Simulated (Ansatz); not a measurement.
This concerns the formation energy of the neutral V_O in ZnO (wurtzite, P6₃mc). Reaction: 48 ZnO (wurtzite) → cell A + 1/2 O2 (gas).

Cell A: a supercell of 96 sites of ZnO (wurtzite, P6₃mc) with one empty O site amid 4 Zn; spin state with PBE: run without spin, k-point mesh 3×2×2.
```
CELL_PARAMETERS angstrom
      9.83817     0.00000     0.00000
      0.00000    11.36014     0.00000
      0.00000     0.00000    10.58649
ATOMIC_POSITIONS crystal
  Zn 0.16732 0.08309 0.25054
  Zn 0.00000 0.16624 0.00021
  O  0.16857 0.08295 0.44039
  O  0.00000 0.16591 0.19016
  Zn 0.00000 0.33293 0.24998
  Zn 0.16695 0.41689 0.99949
  O  0.00000 0.33329 0.44003
  O  0.16647 0.41668 0.18946
  Zn 0.16724 0.08323 0.74967
  Zn 0.00000 0.16543 0.49988
  O  0.16710 0.08325 0.93965
  O  0.00000 0.16624 0.68953
  Zn 0.00000 0.33302 0.75019
  Zn 0.16695 0.41711 0.50066
  O  0.00000 0.33321 0.93994
  O  0.16664 0.41673 0.69013
  Zn 0.16686 0.58305 0.25097
  Zn 0.00000 0.66643 0.99961
  O  0.17026 0.58442 0.44075
  O  0.00000 0.66617 0.18990
  Zn 0.00000 0.83332 0.24997
  Zn 0.16732 0.91634 0.99982
  O  0.00000 0.83348 0.43959
  O  0.16758 0.91606 0.18993
  Zn 0.16788 0.58403 0.74898
  Zn 0.00000 0.66668 0.50006
  O  0.16776 0.58402 0.93949
  O  0.00000 0.66653 0.68967
  Zn 0.00000 0.83351 0.75000
  Zn 0.16869 0.91466 0.49988
  O  0.00000 0.83344 0.93981
  O  0.16732 0.91618 0.68956
  Zn 0.50000 0.08357 0.24994
  Zn 0.33349 0.16739 0.99987
  O  0.50000 0.08300 0.43972
  O  0.33348 0.16777 0.18993
  Zn 0.33336 0.33430 0.25086
  Zn 0.50000 0.41815 0.00357
  O  0.33694 0.33760 0.44062
  O  0.50000 0.42062 0.19383
  Zn 0.50000 0.08332 0.75018
  Zn 0.33490 0.16942 0.50009
  O  0.50000 0.08319 0.93990
  O  0.33371 0.16752 0.68967
  Zn 0.33495 0.33460 0.74902
  Zn 0.50000 0.43401 0.49416
  O  0.33470 0.33432 0.93946
  O  0.50000 0.41893 0.68484
  Zn 0.50000 0.58327 0.27020
  Zn 0.33450 0.66582 0.00364
  O  0.33697 0.66448 0.19405
  Zn 0.33416 0.83276 0.25080
  Zn 0.50000 0.91619 0.99940
  O  0.33547 0.82846 0.44051
  O  0.50000 0.91682 0.18938
  Zn 0.50000 0.58344 0.75156
  Zn 0.34849 0.65832 0.49444
  O  0.50000 0.58345 0.93992
  O  0.33510 0.66547 0.68501
  Zn 0.33358 0.83151 0.74907
  Zn 0.50000 0.91613 0.50056
  O  0.33349 0.83171 0.93949
  O  0.50000 0.91652 0.69010
  Zn 0.83268 0.08309 0.25054
  Zn 0.66651 0.16739 0.99987
  O  0.83143 0.08295 0.44039
  O  0.66652 0.16777 0.18993
  Zn 0.66664 0.33430 0.25086
  Zn 0.83305 0.41689 0.99949
  O  0.66306 0.33760 0.44062
  O  0.83353 0.41668 0.18946
  Zn 0.83276 0.08323 0.74967
  Zn 0.66510 0.16942 0.50009
  O  0.83290 0.08325 0.93965
  O  0.66629 0.16752 0.68967
  Zn 0.66505 0.33460 0.74902
  Zn 0.83305 0.41711 0.50066
  O  0.66530 0.33432 0.93946
  O  0.83336 0.41673 0.69013
  Zn 0.83314 0.58305 0.25097
  Zn 0.66550 0.66582 0.00364
  O  0.82974 0.58442 0.44075
  O  0.66303 0.66448 0.19405
  Zn 0.66584 0.83276 0.25080
  Zn 0.83268 0.91634 0.99982
  O  0.66453 0.82846 0.44051
  O  0.83242 0.91606 0.18993
  Zn 0.83212 0.58403 0.74898
  Zn 0.65151 0.65832 0.49444
  O  0.83224 0.58402 0.93949
  O  0.66490 0.66547 0.68501
  Zn 0.66642 0.83151 0.74907
  Zn 0.83131 0.91466 0.49988
  O  0.66651 0.83171 0.93949
  O  0.83268 0.91618 0.68956
```

Reference: ZnO (wurtzite, P6₃mc), 96 atoms in the cell, a perfect crystal on lattice vectors that match the other cells', k-point mesh 3×2×2 on the run's own vectors.

Reference: an isolated O2 molecule (triplet) in a box of 11 × 11 × 13 Å.

Computed with Ansatz (plane waves, PAW), its default PAW set, cutoff 500 eV. The structures are at rest with PBE, within the held lattices; other levels are single points on them. Neutral cells; Fermi-Dirac smearing of at most 0.05 eV in the solids, energies taken to zero width. The lattices are those relaxed with PBE, so at other levels the solids can be strained. Larger cells are relaxed from a start prepared with the learned potential CHGNet, on a coarser mesh till forces fall under 0.03 eV/Å, which some starts already meet. A dispersion term (D3(BJ), or D4 for r2SCAN) was computed beside these levels and is taken off wherever the name lacks it. Static lattices, no vibrational contributions. No structure search was made; lower ones may exist. Values are for these cell sizes. Mesh and cell size may move defect energies by 0.1 eV or more. The value holds for the reservoirs listed; other chemical potentials shift it. Cell A has symmetry Pm and got no random move, so less symmetric positions, which may lie lower, weren't tried.

Q: What value does r2SCAN give?

A: 4.41 eV, for 48 ZnO (wurtzite) → cell A + 1/2 O2 (gas).

Ansatz is a quantum-chemistry and plane-wave program.
